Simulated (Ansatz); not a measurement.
Consider a 16-atom cell of Nb(N,C) started in the rock salt structure, site fractions N 0.500, C 0.500, short-range order 0.00 in the first shell of the mixed sites (0 is random, a negative value favours unlike neighbours), space group Fd-3m at the end, an ordered arrangement that its symmetry holds. Its start:

```yaml
crystal:
  lattice:
    - [0.00000, 4.48939, 4.48939]
    - [4.48939, 0.00000, 4.48939]
    - [4.48939, 4.48939, 0.00000]
  atoms:
    - { symbol: Nb, position: [0.98168, 0.00610, 0.00611] }
    - { symbol: Nb, position: [0.99388, 0.01833, 0.49390] }
    - { symbol: Nb, position: [0.99389, 0.49389, 0.01833] }
    - { symbol: Nb, position: [0.99389, 0.49389, 0.49389] }
    - { symbol: Nb, position: [0.50610, 0.00611, 0.00610] }
    - { symbol: Nb, position: [0.50610, 0.00611, 0.48169] }
    - { symbol: Nb, position: [0.50610, 0.48169, 0.00611] }
    - { symbol: Nb, position: [0.51832, 0.49389, 0.49389] }
    - { symbol: C, position: [0.25000, 0.25000, 0.25000] }
    - { symbol: N, position: [0.25000, 0.25002, 0.74999] }
    - { symbol: N, position: [0.25000, 0.75000, 0.25001] }
    - { symbol: N, position: [0.25001, 0.74999, 0.74998] }
    - { symbol: C, position: [0.75000, 0.25000, 0.25000] }
    - { symbol: C, position: [0.75000, 0.25000, 0.75000] }
    - { symbol: C, position: [0.75000, 0.75000, 0.25000] }
    - { symbol: N, position: [0.75004, 0.74999, 0.74998] }
```

The mixing enthalpy is taken against the end members in the rock salt type (which need not be the stable form of NbN and NbC), relaxed in the same cell and mesh, with NbN held in the symmetric form, which may not be a minimum.

Computed with PBE (plane waves to 420 eV, PAW; Ansatz, an electronic-structure program). Spin–orbit coupling is left out; the runs are not spin-polarised. Its k-point mesh 5×5×5, Fermi–Dirac width 0.05 eV.

| end member | weight | volume per atom (Å³) |
|---|---|---|
| NbN | 0.500 | 10.81 |
| NbC | 0.500 | 11.28 |

Q: Predict the alloy's volume, bond lengths and mixing enthalpy.

A: The volume per atom is 11.12 Å³. The N–Nb bonds is 2.283 Å on average, from 2.283 to 2.283 (24) and the C–Nb bonds is 2.184 Å on average, from 2.184 to 2.184 (24). The mixing enthalpy per site of the mixed sublattice is -70 meV and the departure of the mean lattice parameter from Vegard's line comes out as +0.2 %.
